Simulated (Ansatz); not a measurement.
HfRh₃ (Pm-3m), PBEsol, DFPT electron-phonon coupling, linearised Boltzmann equation run with Ansatz (a quantum-chemistry and plane-wave program): phonon-limited resistivity 11.2 μΩ·cm at 300 K, 15.3 μΩ·cm at 400 K, current-weighted mean free path 7.7 nm, Drude plasma energy 6.14 eV.

### Question
What Drude relaxation time do resistivity and plasma energy imply?

### Answer
ω_p = 9.33e15 s⁻¹, so τ = 1/(ε₀ ω_p² ρ) = 11.6 fs, a damping ħ/τ of 56.8 meV.

### Question
What temperature coefficient of resistance follows, and how does it compare with 1/T?

### Answer
(ρ₄₀₀ − ρ₃₀₀)/(100 K × ρ₃₀₀) = 3.66×10⁻³ K⁻¹, against 1/T = 3.33×10⁻³ K⁻¹ for a resistivity proportional to T. It lies higher because phonons are still being populated at 300 K; impurities would add a constant and lower it.

### Question
What is the classical skin depth at 1 GHz (nonmagnetic, μ₀ = 1.257×10⁻⁶ H/m)?

### Answer
δ = √(ρ/(π f μ₀)) = 5330 nm.

A metal at this level (no band gap). Only scattering by harmonic phonons is included (no impurities, grain boundaries, electron-electron scattering or thermal expansion). Spin-orbit coupling is left out, which matters with elements this heavy. The run warned that the eigensolver left some states short of its tolerance. Halving the electron mesh (24x24x24) moves the resistivity by up to 3 % at 300 K, the mean free path by up to 2 %. Smearing 0.20 eV; phonons on a 4x4x4 q mesh, which this run doesn't test.

Formula and space group known from diffraction (Crystallography Open Database), not checked to be the room-temperature form: HfRh3 (Pm-3m).
